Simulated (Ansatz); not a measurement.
Results of HSE06 (Ansatz, an electronic-structure program, PAW) for Ca3P2 (Pm-3m, No. 221, 5 atoms in the cell; start mp-1013547).

Settings: plane-wave cutoff 460 eV, 4×4×4 k mesh, Fermi–Dirac smearing 0.01 eV, scalar-relativistic PAW data made under PBE.

The cell is the one relaxed with PBEsol. Conventional cell: a = 5.2420 Å, b = 5.2420 Å, c = 5.2420 Å, α = 90.00°, β = 90.00°, γ = 90.00°.

```yaml
crystal:
  lattice:
    - [5.24195, 0.00000, 0.00000]
    - [0.00000, 5.24195, 0.00000]
    - [0.00000, 0.00000, 5.24195]
  atoms:
    - { symbol: Ca, position: [0.00000, 0.50000, 0.50000] }
    - { symbol: Ca, position: [0.50000, 0.00000, 0.50000] }
    - { symbol: Ca, position: [0.50000, 0.50000, 0.00000] }
    - { symbol: P, position: [0.00000, 0.00000, 0.00000] }
    - { symbol: P, position: [0.50000, 0.50000, 0.50000] }
```

Task: List the 20 lowest band energies at Γ above −25 eV (eV, relative to the valence band maximum), grouping those that round alike.

Result: At Γ: -24.04 (×3), -23.91 (×3), -23.85 (×3), -11.28, -9.27, -1.97 (×3), 0.00 (×3), 1.00, 1.62 (×2).

Note: the run warned that its exchange threshold was loose for the stress; cell and atoms aren't relaxed at this level (pressure 1.3 GPa).

A start named mp-… is a Materials Project structure, which need not be a measured phase.
